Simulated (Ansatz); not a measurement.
Cell and atoms of amorphous Si₂₄O₅₀Ti:

```
CELL_PARAMETERS angstrom
     10.00047    -0.19339     0.29489
     -0.19339    10.38675    -0.27296
      0.29489    -0.27296    10.86608
ATOMIC_POSITIONS crystal
  Si 0.48059 0.19766 0.48838
  Si 0.33931 0.25267 0.73452
  Si 0.03415 0.87866 0.75820
  Si 0.12749 0.41729 0.14332
  Si 0.24402 0.03414 0.36235
  Si 0.04411 0.63926 0.58384
  Si 0.07930 0.36967 0.70379
  Si 0.93022 0.89020 0.03756
  Si 0.07118 0.14003 0.16769
  Si 0.24735 0.73272 0.37215
  Si 0.53490 0.40137 0.88721
  Si 0.32811 0.96143 0.77875
  Si 0.60314 0.33571 0.26635
  Si 0.56018 0.66931 0.84962
  Si 0.79122 0.35143 0.76527
  Si 0.64557 0.78923 0.09393
  Si 0.42762 0.40425 0.15442
  Si 0.79497 0.49306 0.51540
  Si 0.89442 0.32722 0.29849
  Si 0.12714 0.69360 0.11818
  Si 0.72958 0.09379 0.60933
  Si 0.59054 0.84617 0.64041
  Si 0.38242 0.84256 0.99739
  Si 0.01421 0.09932 0.56844
  O  0.00843 0.00843 0.68646
  O  0.14975 0.67924 0.26383
  O  0.00709 0.02291 0.08489
  O  0.45584 0.44811 0.01585
  O  0.45681 0.27415 0.83139
  O  0.59064 0.79570 0.49566
  O  0.64872 0.72640 0.22829
  O  0.19414 0.86917 0.77351
  O  0.20175 0.08942 0.23226
  O  0.52461 0.52228 0.80116
  O  0.41716 0.73136 0.89059
  O  0.11046 0.26749 0.08430
  O  0.49639 0.26365 0.17091
  O  0.06016 0.24892 0.60283
  O  0.59040 0.10867 0.54232
  O  0.38919 0.66094 0.36916
  O  0.75850 0.32770 0.22057
  O  0.98740 0.76125 0.09484
  O  0.70915 0.95399 0.66799
  O  0.98910 0.74306 0.68958
  O  0.69514 0.37696 0.89110
  O  0.85159 0.36209 0.44148
  O  0.76477 0.45159 0.65800
  O  0.12637 0.54326 0.05752
  O  0.09630 0.50783 0.63970
  O  0.65173 0.68540 0.97201
  O  0.86350 0.09319 0.51638
  O  0.28173 0.88420 0.34930
  O  0.11891 0.04438 0.46268
  O  0.29073 0.10232 0.73555
  O  0.77141 0.89322 0.07906
  O  0.00478 0.43443 0.24775
  O  0.75284 0.20473 0.71726
  O  0.21563 0.34644 0.77403
  O  0.53687 0.47983 0.24796
  O  0.91519 0.60267 0.50297
  O  0.62944 0.73337 0.72882
  O  0.57138 0.29487 0.40475
  O  0.94882 0.88505 0.88893
  O  0.50354 0.86356 0.09123
  O  0.66735 0.54618 0.45074
  O  0.27468 0.42101 0.20426
  O  0.24439 0.79182 0.06563
  O  0.16531 0.70805 0.50271
  O  0.44398 0.90259 0.68401
  O  0.40001 0.28301 0.59610
  O  0.37607 0.11472 0.40626
  O  0.96027 0.18661 0.27645
  O  0.94765 0.36834 0.80090
  O  0.36718 0.97432 0.92399
  Ti 0.57244 0.66757 0.37371
```

Methods: PBE, scalar-relativistic without spin-orbit coupling (Ansatz, an electronic-structure program); r2SCAN, scalar-relativistic without spin-orbit coupling (Ansatz); HSE06, scalar-relativistic without spin-orbit coupling (Ansatz). Neutral PBE cell, which sets geometry, pressure and energy: sampling: a 2×2×2 Γ-centred mesh; Fermi-Dirac width 0.02 eV; no spin polarisation. Exact exchange is cut at the faces of this 10 Å cell, which leaves hybrid gaps a finite-size error.

The cell was made by melting and quenching with the CHGNet potential and then relaxed with DFT. O atoms were pushed apart under 1.9 Å during the dynamics, to hinder bonds among them. The hot cell started wider than the set density and was brought back towards it in steps. It is the lowest in DFT energy of 2 quenches. It is a model cell: composition and starting density were chosen by hand, and all elements were melted together. No dispersion term was used. Its density started from a set value of 2.24 and ended at 2.24 g/cm³. Cooling (nominally 400 K/ps over its main leg) ran many orders faster than in experiment, which tends to leave more defects and strain. A cell of this size samples the disorder only roughly. The volume was held where the preparation left it and the shape relaxed.

**Question.** Give the pressure, the energy against reference phases and the spacing of the highest filled and lowest empty levels.

**Answer.** 
```json
{
 "Pressure on a 2×2×2 Γ-centred mesh": "1.33 GPa",
 "Largest force and stress component on that mesh (the relaxation ran on the zone centre alone)": "0.03 eV/Å and 1.4 GPa",
 "Energy relative to alpha cristobalite + anatase TiO2 (lowest mix at this level among the phases computed, not always the ambient ones)": "0.069 eV/atom",
 "Gap between localised states on a 2×2×2 Γ-centred mesh (PBE)": "4.11 eV",
 "Gap between localised states at the zone centre (PBE)": "4.13 eV",
 "Gap between localised states at the zone centre (r2SCAN)": "4.54 eV",
 "Gap between localised states at the zone centre (HSE06)": "5.89 eV",
 "Distance between the nearest levels spread over more than a fifth of the atoms or a third of the atoms of their main element (six at least) (PBE, zone centre)": "5.57 eV"
}
```

**Question.** At PBE and the zone centre, how localised are the states just below and above the Fermi level (participation number: the atoms over which a state spreads)?

**Answer.** The highest filled state is spread over 10.9 atoms' worth, largest on O30, with weights by element (charge in smoothed Voronoi cells) O 0.96, Si 0.03, Ti 0.01. The lowest empty state is spread over 1.8 atoms' worth, largest on Ti75, with weights by element (charge in smoothed Voronoi cells) Ti 0.75, O 0.22, Si 0.03.

At PBE the levels at both edges of the gap are localised (band-tail or defect states), and the nearest spread-out levels lie 5.6 eV apart at the zone centre.

Cut-offs for bonds: Si-Si 2.60 Å, Si-O 1.88 Å, Si-Ti 2.78 Å, O-O 1.58 Å, O-Ti 2.49 Å, Ti-Ti 3.12 Å. Two cations that share two anions don't count as bonded, nor two that share one unless they lie closer than Si-Si 2.38 Å, Si-Ti 2.71 Å, Ti-Ti 3.04 Å.

Added carriers, by PBE, scalar-relativistic without spin-orbit coupling (Ansatz) on the zone centre alone. Charged cells keep the cell fixed and stand in a uniform background, with no image correction, at a width of 0.01 eV; where the count is odd the moment is locked at 1 μB, unless the neutral cell bore moments. Each starts from the undistorted neutral geometry alone. PBE's self-interaction favours spread-out carriers, so it can miss traps that a hybrid finds.

**Question.** What happens at PBE when the cell takes an extra electron and the atoms relax?

**Answer.** Relaxation lowers the charged cell by 0.40 eV. The largest moves are O40 0.20 Å, O52 0.18 Å, O53 0.18 Å, O26 0.17 Å. The level that holds the added charge spreads over 1.7 atoms' worth, most on Ti75 (weight 0.76): a localised (trapped) carrier, which neighbours of that atom can share. No bond crosses its cut-off with a change of over 0.15 Å (metal-metal contacts aside). Made neutral again at that geometry, the cell lies +0.67 eV from the neutral start.

**Question.** What happens at PBE when the cell takes a hole and the atoms relax?

**Answer.** Relaxation lowers the charged cell by 0.06 eV. The largest moves are O43 0.09 Å, Ti75 0.08 Å, O30 0.07 Å, O47 0.04 Å. The level that was emptied spreads over 13.1 atoms' worth, most on O30 (weight 0.20): a partly localised carrier. No bond crosses its cut-off with a change of over 0.15 Å (metal-metal contacts aside). Made neutral again at that geometry, the cell lies +0.11 eV from the neutral start.
